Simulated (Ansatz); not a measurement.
Consider BAs in the zinc blende structure (space group F-43m, No. 216).

```
CELL_PARAMETERS angstrom
      0.00000     2.38393     2.38393
      2.38393     0.00000     2.38393
      2.38393     2.38393     0.00000
ATOMIC_POSITIONS crystal
  As 0.75000 0.75000 0.75000
  B  0.00000 0.00000 0.00000
```

Levels (all Ansatz, an electronic-structure program, PAW): PBEsol (420 eV, scalar-relativistic without spin-orbit coupling); r2SCAN (500 eV, spin-orbit coupling left out).

Its gap is 1.08 eV with PBEsol and 1.37 eV with r2SCAN.

Perturbation: the cell is scaled by 0.9794 in all directions; the atoms relax in the strained cell.

With PBEsol the gap becomes 1.02 eV.

**Question.** If the r2SCAN correction stayed the same, what would the r2SCAN gap be, and what does the r2SCAN run give?

**Answer.** A rigid correction of +0.29 eV gives 1.31 eV. The r2SCAN run gives 1.30 eV, so the two effects roughly add.

Single points use the geometry relaxed with PBEsol. Stability against distortions was not tested.
